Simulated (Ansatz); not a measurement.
The starting structures come from a database of crystals and need not be the phases stable at ambient conditions.

The decay constant κ of evanescent states in the gap governs leakage through a thin film.

Data:

```
CdHg2O6S
1.0
    6.88531     0.00000     0.00000
    3.28172     6.60455     0.00000
   -2.97321    -0.99205     6.89722
Cd Hg S O
2 4 2 12
Cartesian
  0.39829   0.08784   5.34948
  6.79552   5.52466   1.54774
  5.57384   3.45202   5.40121
  1.61998   2.16048   1.49601
  5.08473   2.18488   1.50084
  2.10909   3.42762   5.39638
  3.83484   0.20620   4.79288
  3.35898   5.40630   2.10434
  9.06304   5.69328   1.22495
 -1.86922  -0.08077   5.67227
  3.35348   1.17523   0.93940
  3.84034   4.43728   5.95782
  2.64920   0.33452   5.70538
  4.54462   5.27799   1.19184
  0.30166  -0.03326   3.02305
  6.89215   5.64576   3.87417
  0.38783   2.36828   5.05635
  6.80598   3.24422   1.84087
  3.16665   4.14986   2.86373
  4.02717   1.46264   4.03349
```

The cell is taken as given; by r2SCAN it stands under a pressure of -5.1 GPa.

Transport runs along the normal of the first two printed cell vectors.

The gap is the functional's own. No spin-orbit coupling. Mid-gap values are those at the computed energy nearest the middle.

### Question
State the band gap and the smallest decay constant κ at mid-gap according to r2SCAN in Ansatz (a program for electronic structure).

### Answer
Gap 1.74 eV on a 6×6×6 mesh; κ = 0.336 1/Å, at the zone centre.
